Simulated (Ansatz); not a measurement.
An Ansatz (an electronic-structure program) run: InAs with a change (biaxial strain −0.83 %, plane normal [111], relaxed out of plane); plane-wave PAW DFT at the r2SCAN level (Ansatz, 500 eV), scalar-relativistic without spin-orbit coupling.

Input:

Ansatz 0.2 input:
```yaml
crystal:
  lattice:
    - [4.2842561059, 0, 0]
    - [2.1421280529, 3.710274624, 0]
    - [2.1421280529, -1.236758208, 3.5419960635]
  atoms:
    - { symbol: In, position: [0, 0, 0] }
    - { symbol: As, position: [0.5, 0.25, 0.75] }
basis: { ecutwfc: 500, ecutrho_ratio: 4, xc_grid: 4, fft_grid_basis: typed }
kpoints: { mp_grid: { grid: [9, 9, 9] } }
hamiltonian:
  xc: r2scan
  dispersion: none
  pseudopotentials: { kind: paw }
scf: { occupations: { method: fermi_dirac, width: 0.05 } }
relax: { f_tol: 0.005, max_steps: 50, cell: { stress_tol: 0.01, fix: [a, b, gamma] } }
output: { forces: true, stress: true }
checkpoint: { write: state.ck, write_every: 1000 }
```

Output (explanatory and most iteration lines left out):

```
Relaxation: its limit of steps is 50 (relax.max_steps)
Pseudopotential: In, paw, valence charge 13
Pseudopotential: As, paw, valence charge 15
Crystal: 2 atoms, lattice volume = 56.303 Å³
Basis set: ecut = 500 eV, 1435 PW (Γ), exchange–correlation on 128×128×128 points (64 copies of the dense FFT grid, shifted against one another)
Bands: 18, of which v1, the nominal top of the filled ones, is band 14 counted from 1 (13 counted from 0)
Symmetry: 6 space group operations
Space group: R3m (ITA 160), of the structure as read, at distance tolerance 3.8e-5 Å
k-points: 85 of 729 (time reversal used)
Functional: x = r2scan, c = r2scan; τ floored in thin density (d = 2e-4 eV/Å³)
SCF iter   1: F=—  HF=-10477.167485 eV  |F-HF|=—  |Δ(HF+E_count)|=         —  Δρ=5.96e-3  dr2=1.13e-2  dr2_τ=7.88e-3  ethr=1.77e-3  ⟨swp⟩=6.0  Hψ=7669  notcnv=0
SCF iter   2: F=—  HF=-10477.174259 eV  |F-HF|=—  |Δ(HF+E_count)|=   6.77e-3  Δρ=2.79e-3  dr2=2.82e-3  dr2_τ=8.37e-5  ethr=4.05e-5  ⟨swp⟩=2.0  Hψ=3740  notcnv=0
SCF 1 converged in 6 iterations: F = -10477.174429 eV  dr2 = 3.20e-8
relax step   1: F+E_penalty+E_count = -10477.17442863 eV  Δ(F+E_penalty+E_count) = +0.000e0 eV  max|allowed force component| = 1.069e-1 eV/Å  Δτ_max = 0.0000 Å  P = +0.747 GPa  Ω = 56.303 Å³  fix = [a, b, gamma]  reactions: a +1.246, b +1.246 GPa  (6 SCF iters, dr2 threshold 1.00e-7 eV, accepted)
[... steps on the carried basis left out ...]
relax step   3: F+E_penalty+E_count = -10477.17522243 eV  Δ(F+E_penalty+E_count) = -2.624e-4 eV  max|allowed force component| = 2.147e-4 eV/Å  Δτ_max = 0.0044 Å  P = +0.687 GPa  Ω = 56.343 Å³  energy of the carried Pulay correction = -3.792e-6 eV  fix = [a, b, gamma]  reactions: a +1.030, b +1.030 GPa  (5 SCF iters, dr2 threshold 2.00e-7 eV, accepted)
Crystal: 2 atoms, lattice volume = 56.343 Å³
SCF iter   1: F=—  HF=-10477.175225 eV  |F-HF|=—  |Δ(HF+E_count)|=         —  Δρ=1.10e-5  dr2=1.07e-7  dr2_τ=1.09e-9  ethr=9.02e-8  ⟨swp⟩=3.0  Hψ=11564  notcnv=0
SCF iter   2: F=—  HF=-10477.175226 eV  |F-HF|=—  |Δ(HF+E_count)|=   1.04e-6  Δρ=7.65e-6  dr2=5.51e-8  dr2_τ=9.99e-10  ethr=3.82e-10  ⟨swp⟩=2.0  Hψ=2681  notcnv=0
SCF 4 converged in 7 iterations: F = -10477.175226 eV  dr2 = 2.87e-13
SCF converged after 7 iterations
Free energy (F): -10477.175226 eV
Internal energy: -10477.174917 eV  (E = F + TS)
E sigma→0 (E₀):  -10477.175071 eV
Entropy (-TS):   -0.000309 eV (-0.155 meV/atom)
Fermi energy:    7.484773 eV
--- Forces (eV/Å), atoms counted from 1 ---
  atom   1  In     0.00000000    -0.00000000    -0.00019474
  atom   2  As    -0.00000000     0.00000000     0.00019458
--- Stress (GPa, compression-positive) ---
        1.029852       0.000000       0.000000
        0.000000       1.029852       0.000000
        0.000000       0.000000       0.001127
  P = ⅓ Tr σ = 0.6869 GPa (6.869 kbar)
--- Relaxed structure (3 steps of the walk, 3 accepted, 1 SCFs on fresh bases) ---
  cell:  # Å, volume = 56.3435 Å³
    - [4.284256105883838, 2.8867492211069734e-11, 4.0318630685822626e-11]
    - [2.142128052916919, 3.7102746240284312, 2.0159315579378084e-11]
    - [2.142128052916895, -1.236758207990232, 3.5445595820620657]
  atoms:
    - { symbol: In, position: [-0.001452914213533523, 0.0007264571067667616, 0.002179371320300284] }
    - { symbol: As, position: [0.5014529142135333, 0.24927354289323322, 0.7478206286796996] }
```

Whether these cells are dynamically stable was not tested. The cell was made from InAs in the zinc blende structure (space group F-43m, No. 216) by this change: biaxial strain −0.83 %, plane normal [111], relaxed out of plane.
